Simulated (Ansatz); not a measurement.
We consider rutile HfO₂ (model structure), described by PBE0 (plane waves, PAW; Ansatz, an electronic-structure program).

Settings: plane-wave cutoff 500 eV, 4×4×6 k mesh (along the axes of the cell as run), gaussian smearing 0.02 eV, scalar-relativistic PAW data made under PBE.

Cell (relaxed with r²SCAN):

```
HfO2
1.0
    4.83822     0.00000     0.00000
    0.00000     4.83822     0.00000
    0.00000     0.00000     3.22030
Hf O
2 4
Direct
  0.00000   0.00000   0.00000
  0.50000   0.50000   0.50000
  0.30508   0.30508   0.00000
  0.69492   0.69492   0.00000
  0.80508   0.19492   0.50000
  0.19492   0.80508   0.50000
```

Q: Estimate the band gap that the calculation returns.

A: 
- band gap: 6.40 eV (on the SCF k mesh)

Note: the relaxation could raise the start's symmetry but not lower it, so the cell can be a saddle point; cell and atoms aren't relaxed at this level (largest force component 0.04 eV/Å, pressure 0.4 GPa).

Spin–orbit coupling is not included.

Cost on a shared machine: roughly 4 core-minutes.

A model structure was made by putting elements into a prototype or built by hand; it is no filed structure, need not be a known phase, and can be a saddle point held by its symmetry.
